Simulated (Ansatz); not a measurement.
## A constructed model of the (111) surface of fcc Cu, a pseudomorphic layer of Au in the host's stacking (bottom of the slab: a bare face, its two planes held)

Computed with PBE (plane waves to 420 eV, PAW; Ansatz, a first-principles code).

Set-up: 7 atoms, 12.9 Å thick at the start with caps and adatoms (thin: gaps and levels are the slab's own); mesh 17x17x1; 0.1 eV smearing; dipole correction on; 2 atoms held, the rest relaxed; symmetry of the start imposed; no spin, no spin-orbit, no U. In PBE it is, or lies within 0.01 eV a 1x1 cell of, the lowest of the 2 structures of its composition computed so far; subsurface sites and larger cells were not tried.

```json
{
 "work_function_of_the_top_face": "5.00 eV",
 "energy_released_by_relaxation": "0.011 eV",
 "cost": "roughly 100 core-seconds"
}
```
